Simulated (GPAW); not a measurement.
Input and output of a self-consistent single point for AlNi (Pm-3m, 2 atoms in the cell) (GPAW).

Level of theory: PBE, GPAW PAW datasets PBE (gpaw-data 1.0.1) (plane waves; GPAW 25.7.0).

The change in words: lattice scaled by 0.98. Reference geometry:
```xyz
2
Lattice="2.8597 0.0000 0.0000 0.0000 2.8597 0.0000 0.0000 0.0000 2.8597" Properties=species:S:1:pos:R:3 pbc="T T T"
Al     1.4299     1.4299     1.4299
Ni     0.0000     0.0000     0.0000
```

Reference input (self-consistent single point, DFT PBE, plane waves, GPAW PAW datasets PBE (gpaw-data 1.0.1)): mode = pw; ecut = 850 eV; xc = PBE; kpts = 15 15 15; mesh shift (steps) = 0 0 0; occupations.name = methfessel-paxton; occupations.width = 0.136 eV; occupations.order = 0; nbands = -6; convergence.density = 1e-05 e/electron; symmetry.symmorphic = false; symmetry.tolerance = 0.0005. This run's input differs from it in these lines:

```diff
@@ -5,6 +5,6 @@
 atoms = Atoms(['Al', 'Ni'],
-              cell=[[2.859710, 0.000000, 0.000000],
-                    [0.000000, 2.859710, 0.000000],
-                    [0.000000, 0.000000, 2.859710]],
-              positions=[[1.429855, 1.429855, 1.429855],
+              cell=[[2.802516, 0.000000, 0.000000],
+                    [0.000000, 2.802516, 0.000000],
+                    [0.000000, 0.000000, 2.802516]],
+              positions=[[1.401258, 1.401258, 1.401258],
                          [0.000000, 0.000000, 0.000000]],
```

Output, abridged:

```
     iter     time        total  log10-change:
                         energy   eigst   dens
iter:   1 --:--:--   -12.242457
iter:   2 --:--:--   -12.185348   -0.27  -1.48
iter:   3 --:--:--   -12.120495   -0.97  -1.53
iter:   4 --:--:--   -12.298581   -1.44  -1.58
iter:   5 --:--:--   -12.230896   -2.80  -1.71
iter:   6 --:--:--   -12.216385   -3.26  -1.89
iter:   7 --:--:--   -12.199389   -2.74  -2.04
iter:   8 --:--:--   -12.198748   -4.04  -2.86
iter:   9 --:--:--   -12.198748c  -5.87  -3.99
iter:  10 --:--:--   -12.198745c  -6.72  -4.03
iter:  11 --:--:--   -12.198747c  -6.70  -3.95
iter:  12 --:--:--   -12.198746c  -6.70  -4.21
iter:  13 --:--:--   -12.198745c  -7.64c -4.35
iter:  14 --:--:--   -12.198745c  -9.19c -5.02c
Converged after 14 iterations.

Dipole moment: (-0.000000, -0.000000, -0.000000) |e|*Ang

Energy contributions relative to reference atoms: (reference = -47971.421712)

Kinetic:        +20.819933
Potential:      -14.155660
External:        +0.000000
XC:             -18.934551
Entropy (-ST):   -0.008062
Local:           +0.075565
SIC:             +0.000000
--------------------------
Free energy:    -12.202776
Extrapolated:   -12.198745

Showing only first 2 kpts
 Kpt  Band  Eigenvalues  Occupancy
  0     7      8.40609    2.00000
  0     8      8.40609    2.00000
  0     9     15.91916    0.00000
  0    10     15.91916    0.00000

  1     7      8.36485    2.00000
  1     8      8.41065    2.00000
  1     9     15.00277    0.00000
  1    10     16.03591    0.00000

Fermi level: 10.12632

No gap
No difference between direct/indirect transitions
Energy (eV): -12.198745

Forces in eV/Ang:
  0 Al    0.00000    0.00000    0.00000
  1 Ni    0.00000    0.00000    0.00000

Stress tensor:
    -0.126052     0.000000     0.000000
     0.000000    -0.126052     0.000000
     0.000000     0.000000    -0.126052
Stress (GPa, Voigt): [-20.1958 -20.1958 -20.1958   0.       0.       0.    ]
```

The run converged in 14 iterations. GPAW prints stress with tension positive. Against the reference run the free energy rises by 57.0 meV/atom and the pressure goes from 7.02 to 20.20 GPa.

The starting cell comes from a database of computed structures (which also holds hypothetical and non-ambient phases and stackings), without a prior relaxation at this level. For this run, on top of that: lattice scaled by 0.98. Spin polarisation is off. With a pressure of about 20 GPa the cell is away from its equilibrium volume at this level.
